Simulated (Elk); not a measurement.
Worked example: self-consistent single point of PdIn (Pm-3m, 2 atoms in the cell) in Elk.

Method of the run: Elk with PBE, all-electron FP-LAPW, Elk's shipped species files, default APW+lo basis.

```yaml
crystal:
  lattice:
    - [3.25000, 0.00000, 0.00000]
    - [0.00000, 3.25000, 0.00000]
    - [0.00000, 0.00000, 3.25000]
  atoms:
    - { symbol: In, position: [0.50000, 0.50000, 0.50000] }
    - { symbol: Pd, position: [0.00000, 0.00000, 0.00000] }
```

Reference input (self-consistent single point, DFT, PBE, all-electron FP-LAPW, Elk's shipped species files, default APW+lo basis): xctype = 20; swidth = 0.00367493 Ha; ngridk = 8 8 8; rmtscf = 0.96; maxscl = 100. This run's input differs from it in these lines:

```diff
@@ -33,3 +33,3 @@
 ngridk
-  8 8 8
+  6 6 6
```

Output (repeated stretches shortened):

```
│ Self-consistent loop started │
│ Loop number : 1 │
 total energy                :     -10919.2437999
│ Loop number : 2 │
 total energy                :     -10920.0243769
RMS change in Kohn-Sham potential (target) :   0.3641430656     (  0.1000000000E-05)
Absolute change in total energy (target)   :   0.7805769606     (  0.1000000000E-03)
│ Loop number : 3 │
 total energy                :     -10924.4250538
RMS change in Kohn-Sham potential (target) :   0.2638195389     (  0.1000000000E-05)
Absolute change in total energy (target)   :    4.595821184     (  0.1000000000E-03)
│ Loop number : 4 │
   [... lines left out ...]
Absolute change in total energy (target)   :   0.8110008785E-03 (  0.1000000000E-03)
│ Loop number : 15 │
 total energy                :     -10930.5319377
RMS change in Kohn-Sham potential (target) :   0.5824526471E-06 (  0.1000000000E-05)
Absolute change in total energy (target)   :   0.1874078916E-03 (  0.1000000000E-03)
│ Loop number : 16 │
 total energy                :     -10930.5319013
RMS change in Kohn-Sham potential (target) :   0.1215751156E-06 (  0.1000000000E-05)
Absolute change in total energy (target)   :   0.1040880306E-04 (  0.1000000000E-03)
Convergence targets achieved

│ Loop number : 17 │

Energies :
 Fermi                       :     0.319884900518
 total energy                :     -10930.5318916

Density of states at Fermi energy :    26.78555466
 (states/Hartree/unit cell)

Estimated indirect band gap :   0.6216606451E-02
 from k-point      8 to k-point     20
Estimated direct band gap   :   0.7973871341E-02
 at k-point     18

Charges :
 core                        :    58.00000000
 valence                     :    37.00000000
 interstitial                :    2.908948872
 muffin-tins (core leakage)
  species :    1 (In)
   atom    1                 :    47.18749795     (  0.2358651045E-03)
  species :    2 (Pd)
   atom    1                 :    44.90355318     (  0.1070875300E-07)
 total in muffin-tins        :    92.09105113
 total calculated charge     :    95.00725734
 total charge                :    95.00000000
 error                       :   0.7257344197E-02

│ Self-consistent loop stopped │
```

The run converged in 17 iterations. The count includes the last loop, which Elk runs after its targets are met. Against the reference run the free energy falls by 2.5 meV/atom.

The starting cell has typed, rounded lattice constants, without a prior relaxation at this level. Spin polarisation is off. Values depend on the basis (sphere radii, cutoffs, local orbitals), which need not be converged. The log's line on a gap gives a spacing of levels on this mesh, which the program prints for metals too.
